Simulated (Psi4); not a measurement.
Psi4 1.11, B3LYP/def2-svp: boron monoxide dimer (O=BB=O), 4 atoms. The geometry is a generated start, not checked to be a minimum at this level.

task: energy
method: b3lyp
basis: def2-svp
memory: 3 GB
maxiter: 100
keys of the molecule block: symmetry c1
scf_type: df (default)
guess: auto, which took SAD (default)
scf_initial_accelerator: adiis (default)
e_convergence: 1e-06 (default)
d_convergence: 1e-06 (default)
dft_radial_points: 75 (default)
dft_spherical_points: 302 (default)
basis functions: 56
grid points: 86243

```xyz
4

O     -1.9792    -0.0592    -0.2658
B     -0.8019    -0.0222    -0.1086
B      0.8021     0.0238     0.1085
O      1.9789     0.0576     0.2660
```

One run each on 2 threads. Values of diis_max_vecs tried: 3, 6, 10 (default), 20.

Q: Which value of diis_max_vecs needs the fewest SCF iterations, and what happens away from it?

A: Fewest SCF iterations, within one of each other: 6 with 9, 10 (default) with 8, 20 with 8. The count rises to 13 at 3. All converge to one solution.

```json
[
 {"diis_max_vecs": "3", "SCF iterations": "13", "end": "same solution"},
 {"diis_max_vecs": "6", "SCF iterations": "9", "end": "same solution"},
 {"diis_max_vecs": "10 (default)", "SCF iterations": "8", "end": "same solution"},
 {"diis_max_vecs": "20", "SCF iterations": "8", "end": "same solution"}
]
```
